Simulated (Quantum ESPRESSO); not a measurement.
Quantum ESPRESSO run on MnBr2 (P-3m1, 3 atoms in the cell): self-consistent single point.

Method of the run: PBEsol+U, SSSP 1.1.2 efficiency (PBE) pseudopotentials (plane waves; Quantum ESPRESSO).

```
MnBr2
1.0
    3.90936     0.00000     0.00000
   -1.95468     3.38560     0.00000
    0.00000     0.00000     6.54697
Mn Br
1 2
Direct
  0.00000   0.00000   0.00000
  0.33333   0.66667   0.23213
  0.66667   0.33333   0.76787
```
Moments meant for the start (each program seeds them in its own way; μB, in the order of the atoms Mn Br Br): 4.0 0.0 0.0.

Reference input (self-consistent single point, DFT, PBEsol, plane waves, SSSP 1.1.2 efficiency (PBE) pseudopotentials): ecutwfc = 50 Ry; ecutrho = 400 Ry; occupations = smearing; smearing = fd; degauss = 0.0036749 Ry; nspin = 2; input_dft = pbesol; potentials = {Mn: mn_pbe_v1.5.uspp.F.UPF, Br: br_pbe_v1.4.uspp.F.UPF}; K_POINTS = automatic 6 6 3 0 0 0; conv_thr = 1e-10 Ry; mixing_beta = 0.4. This run's input differs from it in these lines:

```diff
@@ -38,2 +38,4 @@
 6 6 3  0 0 0
+HUBBARD {ortho-atomic}
+U Mn-3d 8
```

Log, with long lists cut:

```
     Self-consistent Calculation

     iteration #  1     ecut=    50.00 Ry     beta= 0.40

     =================== HUBBARD OCCUPATIONS ===================
     ------------------------ ATOM    1 ------------------------
     Tr[ns(  1)] (up, down, total) =   4.97576  0.10274  5.07851
     Atomic magnetic moment for atom   1 =   4.87302
     SPIN  1
     eigenvalues:
       0.994  0.994  0.995  0.996  0.996
     SPIN  2
     eigenvalues:
       0.008  0.008  0.008  0.039  0.039

     Number of occupied Hubbard levels =    5.0785

     Threshold (ethr) on eigenvalues was too large:
     Diagonalizing with lowered threshold

   [... lines left out ...]

     negative rho (up, down):  0.000E+00 4.307E-04

     total energy              =    -304.11991231 Ry
     estimated scf accuracy    <          1.3E-10 Ry

     total magnetization       =     5.00 Bohr mag/cell
     absolute magnetization    =     5.01 Bohr mag/cell

     iteration # 12     ecut=    50.00 Ry     beta= 0.40

     negative rho (up, down):  0.000E+00 4.307E-04

     Magnetic moment per site  (integrated on atomic sphere of radius R)
     atom   1 (R=0.287)  charge= 13.2140  magn=  4.6611
     atom   2 (R=0.287)  charge=  5.3142  magn=  0.0109
     atom   3 (R=0.287)  charge=  5.3142  magn=  0.0109
     End of self-consistent calculation

     =================== HUBBARD OCCUPATIONS ===================
     ------------------------ ATOM    1 ------------------------
     Tr[ns(  1)] (up, down, total) =   4.99333  0.15018  5.14350
     Atomic magnetic moment for atom   1 =   4.84315
     SPIN  1
     eigenvalues:
       0.998  0.998  0.999  0.999  0.999
     SPIN  2
     eigenvalues:
       0.010  0.011  0.011  0.059  0.059

     Number of occupied Hubbard levels =    5.1435

     the Fermi energy is     5.3530 ev

!    total energy              =    -304.11991231 Ry
     estimated scf accuracy    <          3.5E-12 Ry
     smearing contrib. (-TS)   =      -0.00000000 Ry
     internal energy E=F+TS    =    -304.11991231 Ry

     Hubbard energy            =       0.04393865 Ry

   [... lines left out ...]
     total magnetization       =     5.00 Bohr mag/cell
     absolute magnetization    =     5.01 Bohr mag/cell
     Total force =     0.002941     Total SCF correction =     0.000001
   [... lines left out ...]

     negative rho (up, down):  0.000E+00 4.307E-04
          total   stress  (Ry/bohr**3)                   (kbar)     P=        1.68
   0.00000908   0.00000000   0.00000000            1.34        0.00        0.00
   0.00000000   0.00000908  -0.00000000            0.00        1.34       -0.00
   0.00000000  -0.00000000   0.00001608            0.00       -0.00        2.37

   JOB DONE.
```

The run converged in 12 iterations. Against the reference run the pressure goes from -2.65 to 0.17 GPa, the largest force goes from 0.367 to 0.053 eV/Å, the gap on the mesh goes from 1.603 to 3.366 eV and the size of the net moment stays at 1.67 μB/atom.

The starting cell comes from a database of computed structures (which also holds hypothetical and non-ambient phases and stackings), without a prior relaxation at this level. Its lattice was rescaled by a random factor within 2.5 % of one. With one magnetic atom in the cell only a parallel order is possible. With U or open f shells several self-consistent states can exist.

Cost on one core of a shared machine: roughly 50 s.
